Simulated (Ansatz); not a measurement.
The structure below was relaxed with PBEsol/PAW in Ansatz (a program for electronic structure), no SOC, at pressure 100 GPa.

Space group P4₂/mnm (No. 136); a = 4.1628 Å, b = 4.1628 Å, c = 2.7798 Å, α = 90.00°, β = 90.00°, γ = 90.00°

| atom | site | symmetry | x | y | z |
|---|---|---|---|---|---|
| Ti | 2a | m.mm | 0.0000 | 0.0000 | 0.0000 |
| O | 4f | m.2m | 0.3010 | 0.3010 | 0.0000 |

Task: Write out a cell with all atoms.

Result: 
```xyz
6
Lattice="4.1628 0.0000 0.0000 0.0000 4.1628 0.0000 0.0000 0.0000 2.7798" Properties=species:S:1:pos:R:3 pbc="T T T"
Ti     0.0000     0.0000     0.0000
Ti     2.0814     2.0814     1.3899
O      1.2530     1.2530     0.0000
O      3.3344     0.8284     1.3899
O      0.8284     3.3344     1.3899
O      2.9099     2.9099     0.0000
```
This is the conventional cell.

Load acts through the strain it causes; cell and atoms are relaxed under it. Whether these cells are dynamically stable was not tested. No other phases were tried under pressure. All final runs are without spin polarisation. The cell was made from TiO₂ in the rutile structure (space group P4_2/mnm, No. 136) by this change: pressure 100 GPa.
